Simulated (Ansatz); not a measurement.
**How the lattice parameter c of Ta₂N (model structure, started from the Cu2Sb type, P4/nmm, No. 129, 6 atoms in the cell) moves with the method**

No measured value is used here.

```tsv
level (code)	value (Å)
PBE (Ansatz)	6.225
PBEsol (Ansatz)	6.176
PBE-D3(BJ) (Ansatz)	6.194
```

Density-functional levels without +SOC have no spin–orbit coupling. Ansatz's density-functional and Hartree–Fock values are scalar-relativistic unless marked +SOC, with PAW data made under PBE.

A model structure was made by putting elements into a prototype or built by hand; it is no filed structure, need not be a known phase, and can be a saddle point held by its symmetry.

Ansatz is an electronic-structure program.
